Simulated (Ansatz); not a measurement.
**CdTe, pressure series**

Take CdTe in the zinc blende structure (space group F-43m, No. 216; a = 6.558 Å) as the base.

Cell and atoms are relaxed at each pressure.

The values are results of r2SCAN (Ansatz, an electronic-structure program, PAW, no SOC), earlier PAW set, not measurements.

```csv
pressure (GPa),volume per atom (Å³/atom)
-2,37.328
-1,36.221
0,35.256
0.9,34.536
2.1,33.654
9,30.181
15,?
22.5,26.471
30,25.133
```

**Question.** Fit the third-order Birch–Murnaghan form P(V) = (3B₀/2)[(V₀/V)^(7/3) − (V₀/V)^(5/3)]·[1 + (3/4)(B₀′ − 4)((V₀/V)^(2/3) − 1)] (squares taken in P) to the rows shown and predict the withheld row.

**Answer.** Least squares on the printed values gives V₀ = 35.271 Å³/atom, B₀ = 40.3 GPa, B₀′ = 4.6; this predicts 28.235 Å³/atom, and the run gives 28.237 Å³/atom, 0.002 higher.

Measured bulk modulus of CdTe: 43.7 GPa (room temperature; as listed in Elmahjoubi et al., arXiv (2023)); the computed value is for a static lattice, so the two differ by thermal effects too.

Load acts through the strain it causes; cell and atoms are relaxed under it. Stability against distortions was not tested. Measured, CdTe leaves this structure (for cinnabar) near 3.53 GPa (temperature not stated; as listed in Datta, Sujoy, Jana, Debnarayan, arXiv (2020)), on rising pressure, with hysteresis.
